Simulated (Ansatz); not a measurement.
Rutile MgH2, treated with revPBE (plane waves, PAW; Ansatz, a first-principles code).

Numerical settings: plane-wave cutoff 520 eV, 8×8×12 k mesh (along the axes of the cell as run), Fermi–Dirac smearing 0.01 eV, scalar-relativistic PAW data made under PBE.

Cell (relaxed at this level):

Space group P4₂/mnm (No. 136); a = b = 4.5612 Å, c = 3.0346 Å, α = β = γ = 90.00°

```csv
atom,site,symmetry,x,y,z
Mg,2a,m.mm,0.0000,0.0000,0.0000
H,4f,m.2m,0.3045,0.3045,0.0000
```

Q: What does this level give for the smallest direct gap on the k points sampled, pressure derivative B′ of the bulk modulus and Γ–Γ gap?

A: 
- smallest direct gap on the k points sampled = 4.61 eV
- pressure derivative B′ of the bulk modulus = 3.7
- Γ–Γ gap = 5.32 eV

Note: the bulk modulus comes from volumes at which shape and atoms were relaxed.

The computed numbers hold no vibrational or temperature effects.
